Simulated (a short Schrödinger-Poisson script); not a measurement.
## Symmetric double-gate stack, Si3N4 on p-type Si(110)

System: symmetric double-gate stack, Si3N4 on p-type Si(110), at 300 K.

| layer | material | thickness (nm) | Na (cm⁻³) |
|---|---|---|---|
| 1 | Si3N4 | 2.5 | - |
| 2 | Si | 2 | 2e18 |
| 3 | Si3N4 | 2.5 | - |

The device is made up for the run: typed textbook-type constants, with dimensions and the other settings drawn at random. Si3N4: permittivity 7.5, conduction-band edge (eV) 1.95, gap (eV) 5.1, electron mass (mₑ) 0.5. Si: permittivity 11.7, conduction-band edge (eV) 0, gap (eV) 1.124, Nv at 300 K (cm⁻³) 3.1e19.

Channel valleys (confinement mass, in-plane density-of-states mass, number): Δ4 0.315, 0.324, 4; Δ2 0.19, 0.417, 2. At the gates, both at one voltage, the conduction-band edge of layer 1 lies 1.99 eV − eVg above the Fermi level of the channel. Gaps are held at their typed values at every temperature. Mesh 0.03 nm at interfaces.

From a short Schrödinger-Poisson script (our own, NumPy): 1D Poisson equation in equilibrium, electrons quantum, Hartree (BenDaniel-Duke, 12 states a valley, the channel's in-plane mass for all, wave functions free to enter the dielectric), parabolic valleys, classical holes, full ionisation, no traps, pinning or gate leakage.

```tsv
Vg (V)	electrons (cm⁻²)	C (μF/cm²)	Δ4 E0 (meV)	Δ4 E1 (meV)	Δ2 E0 (meV)	Δ2 E1 (meV)
-0.2	1.06e6	< 0.003	426.5	944.3	473.2	1177.2
-0.15	7.32e6	< 0.003	376.5	894.3	423.2	1127.2
-0.1	5.06e7	< 0.003	326.5	844.3	373.2	1077.2
-0.05	3.50e8	< 0.003	276.5	794.3	323.2	1027.2
0	2.41e9	0.0152	226.6	744.4	273.3	977.2
0.05	1.64e10	0.101	177.1	694.8	223.8	927.7
0.1	1.01e11	0.562	129.9	647.6	176.6	880.4
0.15	4.44e11	1.74	91.5	608.6	138.1	841.3
0.2	1.17e12	2.84	65.9	582.1	112.3	814.5
0.25	2.16e12	3.46	49.3	564.1	95.5	796.1
0.3	3.30e12	3.80	37.5	550.8	83.5	782.4
0.35	4.52e12	4.00	28.4	540.1	74.2	771.2
0.4	5.79e12	4.13	21.1	531.0	66.6	761.7
0.45	7.09e12	4.22	14.9	523.0	60.1	753.2
0.5	8.42e12	4.29	9.4	515.8	54.4	745.5
0.55	9.76e12	4.34	4.6	509.2	49.2	738.3
0.6	1.11e13	4.38	0.2	503.0	44.6	731.6
0.65	1.25e13	4.41	-3.8	497.1	40.3	725.2
0.7	1.39e13	4.44	-7.5	491.5	36.3	719.1
0.75	1.53e13	4.46	-11.0	486.2	32.5	713.3
```

Gate voltages with under 1e6 electrons/cm² are left out.

Subbands count from the Fermi level. The capacitance is that of both gates.
